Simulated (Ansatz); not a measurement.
# Ti3Al: Al → B

Base system: Ti$_{3}$Al (space group P6_3/mmc, No. 194; a = 5.755 Å, c = 4.655 Å).

Modification: full substitution Al → B, then cell and atoms are relaxed.

Calculations: PBE (Ansatz, a program for electronic structure), spin-orbit coupling left out, earlier PAW set. Settings: 10×10×11 k-points, 0.05 eV Fermi–Dirac smearing, for the changed cell.

The volume per atom decreases by 3.17 Å³ (16.69 Å³ → 13.52 Å³) and the lattice parameter a falls by 0.3668 Å, from 5.755 Å to 5.389 Å. The c/a ratio shrinks by 0.0105 to 0.798 and the space group is still P6_3/mmc (No. 194). The shortest interatomic distance decreases by 0.291 Å (2.824 Å → 2.533 Å) and the band gap stays zero.

Final structure:

```yaml
crystal:
  lattice:
    - [5.38851, 0.00000, 0.00000]
    - [-2.69426, 4.66659, 0.00000]
    - [0.00000, 0.00000, 4.30141]
  atoms:
    - { symbol: Ti, position: [0.82336, 0.64672, 0.25000] }
    - { symbol: Ti, position: [0.17664, 0.82336, 0.75000] }
    - { symbol: Ti, position: [0.35328, 0.17664, 0.25000] }
    - { symbol: Ti, position: [0.17664, 0.35328, 0.75000] }
    - { symbol: Ti, position: [0.82336, 0.17664, 0.25000] }
    - { symbol: Ti, position: [0.64672, 0.82336, 0.75000] }
    - { symbol: B, position: [0.33333, 0.66667, 0.25000] }
    - { symbol: B, position: [0.66667, 0.33333, 0.75000] }
```

Stability against distortions was not tested. As relaxed here, Ti3B is a hypothetical phase, not in the database extracts checked. The final runs are not spin-polarised.
